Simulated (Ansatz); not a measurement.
BN, response to strain

The reference is BN in the zinc blende structure (space group F-43m, No. 216; a = 3.581 Å). Axes: x, y, z lie along the cube axes.

Strains are applied to the cell and any free atomic positions relax.

Calculations: Kohn–Sham DFT with the LDA functional, run in Ansatz (an electronic-structure program) with PAW and 420 eV plane waves, spin-orbit coupling left out.

Notes on the quantities. energy relative to the base: free energy F.

```tsv
variant	band gap	electron mass	shortest interatomic distance	energy relative to the base
base	4.39 eV	0.90 mₑ along k, 0.30 mₑ across (at X)	1.550 Å	0 meV/atom
uniaxial strain ε_zz = −3.00 %	3.86 eV	0.83 mₑ along k, 0.30 mₑ across (at X)	1.535 Å	+14 meV/atom
uniaxial strain ε_zz = −2.50 %	3.95 eV	0.84 mₑ along k, 0.30 mₑ across (at X)	1.538 Å	+9.4 meV/atom
uniaxial strain ε_zz = −2.00 %	___	0.85 mₑ along k, 0.30 mₑ across (at X)	1.540 Å	+6.0 meV/atom
uniaxial strain ε_zz = −1.00 %	4.22 eV	___	1.545 Å	+1.5 meV/atom
uniaxial strain ε_zz = −0.50 %	4.30 eV	0.89 mₑ along k, 0.30 mₑ across (at X)	1.548 Å	+0.4 meV/atom
uniaxial strain ε_zz = +0.50 %	4.34 eV	0.89 mₑ along k, 0.30 mₑ across (at X)	___	+0.4 meV/atom
uniaxial strain ε_zz = +1.00 %	4.29 eV	0.89 mₑ along k, 0.30 mₑ across (at X)	1.556 Å	+1.5 meV/atom
uniaxial strain ε_zz = +2.00 %	4.19 eV	0.89 mₑ along k, 0.30 mₑ across (at X)	1.561 Å	+5.8 meV/atom
uniaxial strain ε_zz = +3.00 %	___	0.88 mₑ along k, 0.30 mₑ across (at X)	1.566 Å	+13 meV/atom
```

**Question.** Fill in the withheld entries from the trend.

**Answer.** 
- uniaxial strain ε_zz = −2.00 %, band gap: 4.04 eV
- uniaxial strain ε_zz = −1.00 %, electron mass: 0.87 mₑ along k, 0.30 mₑ across (at X)
- uniaxial strain ε_zz = +0.50 %, shortest interatomic distance: 1.553 Å
- uniaxial strain ε_zz = +3.00 %, band gap: 4.09 eV

Masses are band curvatures over ±0.01 Å⁻¹ around the edge. Along k means along the line from Γ to the band edge. No phonon test of stability was made.
